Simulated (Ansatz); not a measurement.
A self-consistent single point of Si8Mg5Ca2H2O24 (C2/m, 41 atoms in the cell) with Ansatz (an electronic-structure program).

Computed with PBEsol, default PAW files made with PBE (plane waves; Ansatz).

```
CELL_PARAMETERS angstrom
      4.83730    -8.87453     0.00000
      4.83730     8.87453     0.00000
     -1.32105     0.00000     5.01770
ATOMIC_POSITIONS crystal
  Si 0.19670 0.36450 0.29720
  Si 0.63550 0.80330 0.70280
  Si 0.80330 0.63550 0.70280
  Si 0.36450 0.19670 0.29720
  Si 0.11730 0.45950 0.80470
  Si 0.54050 0.88270 0.19530
  Si 0.88270 0.54050 0.19530
  Si 0.45950 0.11730 0.80470
  Mg 0.91220 0.08780 0.50000
  Mg 0.08780 0.91220 0.50000
  Mg 0.82350 0.17650 0.00000
  Mg 0.17650 0.82350 0.00000
  Mg 0.00000 0.00000 0.00000
  Ca 0.72200 0.27800 0.50000
  Ca 0.27800 0.72200 0.50000
  H  0.19600 0.19600 0.76400
  H  0.80400 0.80400 0.23600
  O  0.02620 0.19760 0.21800
  O  0.80240 0.97380 0.78200
  O  0.97380 0.80240 0.78200
  O  0.19760 0.02620 0.21800
  O  0.94780 0.28960 0.72440
  O  0.71040 0.05220 0.27560
  O  0.05220 0.71040 0.27560
  O  0.28960 0.94780 0.72440
  O  0.10850 0.10850 0.71550
  O  0.89150 0.89150 0.28450
  O  0.88320 0.38700 0.20690
  O  0.61300 0.11680 0.79310
  O  0.11680 0.61300 0.79310
  O  0.38700 0.88320 0.20690
  O  0.21220 0.48100 0.10050
  O  0.51900 0.78780 0.89950
  O  0.78780 0.51900 0.89950
  O  0.48100 0.21220 0.10050
  O  0.22520 0.46280 0.58910
  O  0.53720 0.77480 0.41090
  O  0.77480 0.53720 0.41090
  O  0.46280 0.22520 0.58910
  O  0.33770 0.33770 0.29280
  O  0.66230 0.66230 0.70720
```

Reference input (self-consistent single point, DFT, PBEsol, plane waves, default PAW files made with PBE): basis.ecutwfc = 420 eV; kpoints.mp_grid.grid = 3 3 4; hamiltonian.xc = pbesol; hamiltonian.pseudopotentials = {kind: paw} (the program's default PAW files); scf.occupations.method = methfessel_paxton; scf.occupations.width = 0.136 eV. This run's input differs from it in these lines:

Ansatz 0.2 input:
```diff
@@ -49,3 +49,3 @@
 basis:
-  ecutwfc: 420.0 eV
+  ecutwfc: 840.0 eV
 kpoints:
```

The program printed (abridged):

```
SCF iter   1: F=—  HF=-31663.262774 eV  |F-HF|=—  |Δ(HF+E_count)|=         —  Δρ=1.32e-2  dr2=5.84e-1  ethr=1.77e-3  ⟨swp⟩=9.6  Hψ=13174  notcnv=0  defer=65
all-band conjugate gradients solve this SCF's bands
preconditioner: auto → Resta (q_TF=auto, 2.488 Å⁻¹)
SCF iter   2: F=—  HF=-31663.083366 eV  |F-HF|=—  |Δ(HF+E_count)|=   1.79e-1  S|Δr|=    0.00e0  Δρ=2.36e-3  dr2=1.51e-2  ethr=2.35e-4  ⟨swp⟩=2.0  Hψ=3694  notcnv=0  defer=406
   [... lines left out ...]
SCF iter   7: F=—  HF=-31663.080460 eV  |F-HF|=—  |Δ(HF+E_count)|=   3.29e-6  S|Δr|=    0.00e0  Δρ=2.36e-5  dr2=2.09e-6  ethr=3.02e-9  ⟨swp⟩=2.0  Hψ=3155  notcnv=0  defer=406
SCF iter   8: F=—  HF=-31663.080460 eV  |F-HF|=—  |Δ(HF+E_count)|=   1.38e-7  S|Δr|=    0.00e0  Δρ=6.55e-6  dr2=2.17e-7  ethr=8.41e-10  ⟨swp⟩=2.1  Hψ=3157  notcnv=0  defer=406
SCF iter   9: F=-31663.080460 eV  HF=-31663.080460 eV  |F-HF|=3.22e-8  |Δ(HF+E_count)|=   1.26e-7  S|Δr|=    0.00e0  Δρ=2.72e-6  dr2=3.93e-8  ethr=4.03e-11  ⟨swp⟩=15.9  Hψ=13425  notcnv=0
SCF 1 converged in 9 iterations: F = -31663.080460 eV  dr2 = 3.93e-8
Stability not checked (fill_not_monotonic)
Free energy (F): -31663.080460 eV
Internal energy: -31663.080460 eV  (E = F + TS)
E sigma→0 (E₀):  -31663.080460 eV
Fermi energy:    8.045887 eV
--- Forces (eV/Å), atoms counted from 1 ---
  atom   1  Si    -0.02530502     0.19256792    -0.01201193
  atom   2  Si     0.02530502     0.19256792     0.01201193
  atom   3  Si     0.02530502    -0.19256792     0.01201193
  atom   4  Si    -0.02530502    -0.19256792    -0.01201193
  atom   5  Si    -0.04586914    -0.18932482     0.08352339
   [... 32 lines left out ...]
   [... lines left out ...]
  atom  41  O     -0.99121745     0.00000000     0.05472975
--- Stress (GPa, compression-positive) ---
       19.223006       0.000000       2.177510
        0.000000      11.906216       0.000000
        2.177513       0.000000      11.671075
  P = ⅓ Tr σ = 14.2668 GPa (142.668 kbar)
  The stress holds the Pulay correction. Without it, at fixed plane waves, as pw.x and ABINIT print it: P = 14.2441 GPa
```

The run converged in 9 iterations. Against the reference run the free energy falls by 4.5 meV/atom, the pressure hardly changes (14.28 to 14.27 GPa), the largest force goes from 12.602 to 12.54 eV/Å and the gap on the mesh stays at 5.409 eV.

The starting cell comes from a database of published, mostly measured structures (it also holds non-ambient and calculated ones), without a prior relaxation at this level. Its lattice was rescaled by a random factor within 2.5 % of one. Forces in this geometry exceed 1 eV/Å. Ansatz's pressure includes its estimate of the finite-basis (Pulay) stress.

Cost on one core of a shared machine: roughly 6 min.
